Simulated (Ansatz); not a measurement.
**SiO2: band gap against strain**

SiO2 (rutile, P4_2/mnm, 7.854 Å³/atom at rest, c along z) under a strain ε along a (axis x), the other axes held. PBEsol in Ansatz, a plane-wave DFT program (PAW, default set), 420 eV, 8×8×12 Γ-centred mesh, Fermi-Dirac smearing 0.05 eV; ions are relaxed within the symmetry of each cell. Gaps are the smallest over the k-mesh and a band path, without spin-orbit coupling; in all rows the valence edge lies at Γ and the conduction edge at Γ.

Here s stands for strain and Eg for gap.

| strain (%) | gap (eV) |
|---|---|
| -3.00 | ? |
| -1.80 | 5.621 |
| -1.20 | 5.528 |
| -0.60 | 5.439 |
| 0.00 | 5.354 |

Question: Using a straight line, estimate the missing Eg at s = -3.00 from the other rows, showing the fit.

Answer: Means: s -0.90000, Eg 5.4855. About the means, the sum of products is -0.26700 and the sum of squares of s is 1.8000; the slope is their ratio. Least squares gives Eg = 5.3520 - 0.14833·s. Residuals (row less fit): 0.0020, -0.0020, -0.0020, 0.0020; standard error 0.0028 (degrees of freedom: 2). Over these rows the gap moves by -15 ± 0.2 eV per unit strain. At the withheld row, Eg = 5.3520 - 0.14833 × (-3.0) = 5.7970 eV. The calculation gives 5.817 eV, 0.0200 eV above the prediction (4.3 % of the range of Eg in the table). The row lies outside the fitted rows, so this is an extrapolation. From the scatter of the fitted rows alone, a prediction at this place has a standard error of 0.0054 eV, so the miss is 3.7 times that.

One order more, fitted to all 6 runs of the series, follows each within 0.001, so the miss is the next term of a smooth law. SiO2 is here stishovite, a high-pressure form. Rows are the converged runs of the series near zero and its far end; series whose fitted rows scatter by over a few per cent of the range, as at a crossing or softening among them, aren't shown in this form. Most that stay on the fit to the last digits aren't either.
